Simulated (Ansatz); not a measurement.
Consider the following.

```
CELL_PARAMETERS angstrom
      3.08642     0.00000     0.00000
      0.00000     3.08642     0.00000
      1.54321    -1.54321     2.15556
ATOMIC_POSITIONS crystal
  C  0.00000 0.00000 0.00000
  Ti 0.50000 0.50000 0.00000
```

No spin polarisation.

The values are results of Ansatz (an electronic-structure program) r2SCAN, no spin-orbit coupling, earlier PAW set, not measurements. Settings: 23×23×23 k-points, 0.1 eV Fermi–Dirac smearing.

Question: What is the computed band gap?

Answer: Zero.

Question: Estimate the pressure (mean of the normal stresses, compression positive).

Answer: -3.2 GPa.

The cells carry an imposed strain or load. Whether these cells are dynamically stable was not tested. The final runs are not spin-polarised. The cell was made from TiC in the rock salt structure (space group Fm-3m, No. 225) by this change: biaxial strain +0.84 %, plane normal [001], relaxed out of plane.
